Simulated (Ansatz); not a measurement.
# Pressure series in hypothetical diamond Mo

Take Mo in the diamond structure (space group Fd-3m, No. 227; a = 5.611 Å; a hypothetical phase, not in the database extracts checked) as the base.

Cell and atoms are relaxed at each pressure.

Method: Kohn–Sham DFT with the PBEsol functional, run in Ansatz (a quantum-chemistry and plane-wave program) with PAW and 420 eV plane waves, no spin-orbit coupling.

```json
[
 {"P (GPa)": "-2.00", "V (Å³/atom)": "22.470"},
 {"P (GPa)": "-1.00", "V (Å³/atom)": "22.270"},
 {"P (GPa)": "0.30", "V (Å³/atom)": "22.021"},
 {"P (GPa)": "0.70", "V (Å³/atom)": "21.948"},
 {"P (GPa)": "1.50", "V (Å³/atom)": "21.805"},
 {"P (GPa)": "2.99", "V (Å³/atom)": "21.550"},
 {"P (GPa)": "4.98", "V (Å³/atom)": "21.232"},
 {"P (GPa)": "7.50", "V (Å³/atom)": "20.862"},
 {"P (GPa)": "10.00", "V (Å³/atom)": "20.525"}
]
```

### Question
Fit a third-order Birch–Murnaghan equation of state.

### Answer
Least squares on P(V) = (3B₀/2)[(V₀/V)^(7/3) − (V₀/V)^(5/3)]·[1 + (3/4)(B₀′ − 4)((V₀/V)^(2/3) − 1)] gives V₀ = 22.08 Å³/atom, B₀ = 118 GPa and B₀′ = 4.2.

Load acts through the strain it causes; cell and atoms are relaxed under it. Stability against distortions was not tested. No other phases were tried under pressure. The final runs are not spin-polarised.
